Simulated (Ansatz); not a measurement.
Here is the system:

```yaml
crystal:
  lattice:
    - [0.00000, 2.56123, 2.56123]
    - [2.56123, 0.00000, 2.56123]
    - [2.56123, 2.56123, 0.00000]
  atoms:
    - { symbol: Sr, position: [0.50000, 0.50000, 0.50000] }
    - { symbol: O, position: [0.00000, 0.00000, 0.00000] }
```

The numbers are results of PBEsol, rigid bands (plane waves, PAW, scalar-relativistic; Ansatz, a program for electronic structure), not measurements. Geometry: cell and atoms relaxed with PBEsol.

Task: What conductivity effective mass do dilute electrons have at 300 K?

Result: 0.51 mₑ.

Task: Predict the hole conductivity mass (n e² τ/σ) at 300 K, by direction if it differs.

Result: 1.33 mₑ.

Task: And the band gap?

Result: 3.20 eV at this level; semilocal functionals usually fall short of the measured gap.

Rigid bands, one relaxation time for all states, no polarons. Spin-orbit coupling is left out; where it splits the top of the valence band it changes the hole mass and lowers the gap by about a third of the splitting.
